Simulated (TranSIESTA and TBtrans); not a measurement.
Run with TranSIESTA and TBtrans (open boundaries, self-consistent; PseudoDojo norm-conserving potentials, scalar-relativistic): PAO.BasisSize DZP, PAO.EnergyShift 0.15 eV, XC.Authors PBE, Mesh.Cutoff 200 Ry, ElectronicTemperature 300 K, TS.Voltage 0.0 eV, TBT.Elecs.Eta 0.001 eV, no spin polarisation.

Device: Sn chain with one bond stretched by 1.0 Å. Leads: straight Sn chain, spacing 2.75 Å. Geometry: as built, not relaxed.

Task: Give the largest eigenchannel transmissions at the Fermi level (four at most) and the total.

Result: 0.61, 0.44, 0.44; total 1.48. The straight chain is held at its spacing; free chains may zigzag or dimerise. No spin-polarised start was tried, so a magnetic state, if there is one, is missed.
